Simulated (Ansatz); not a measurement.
## Ta: response to strain

The parent structure is Ta in the bcc (W type) structure (space group Im-3m, No. 229; a = 3.320 Å; relaxed with 0.1 eV smearing).

Strains are applied to the cell and any free atomic positions relax.

Calculations: PBE, PAW, 420 eV (Ansatz, a program for electronic structure; no spin-orbit coupling).

Notes on the quantities. energy relative to the base: free energy F.

```
case                      energy relative to the base   pressure  volume per atom
------------------------  ---------------------------  ---------  ---------------
base                                       0 meV/atom    0.0 GPa         18.30 Å³
isotropic strain −3.00 %                 +98 meV/atom   21.0 GPa         16.71 Å³
isotropic strain −2.50 %                 +67 meV/atom   17.0 GPa         16.97 Å³
isotropic strain −2.00 %                 +42 meV/atom   13.2 GPa         17.23 Å³
isotropic strain −1.50 %                 +23 meV/atom    9.6 GPa         17.49 Å³
isotropic strain +0.50 %                +2.5 meV/atom   -2.8 GPa         18.58 Å³
isotropic strain +1.00 %                +9.7 meV/atom   -5.5 GPa         18.86 Å³
isotropic strain +1.50 %                          [?]        [?]         19.14 Å³
isotropic strain +2.50 %                 +58 meV/atom  -12.5 GPa         19.71 Å³
isotropic strain +3.00 %                 +83 meV/atom  -14.6 GPa         20.00 Å³
```

Q: What belongs in the blanks?

A: 
- isotropic strain +1.50 %, energy relative to the base: +22 meV/atom
- isotropic strain +1.50 %, pressure: -8.0 GPa

Whether these cells are dynamically stable was not tested. The final runs are not spin-polarised.
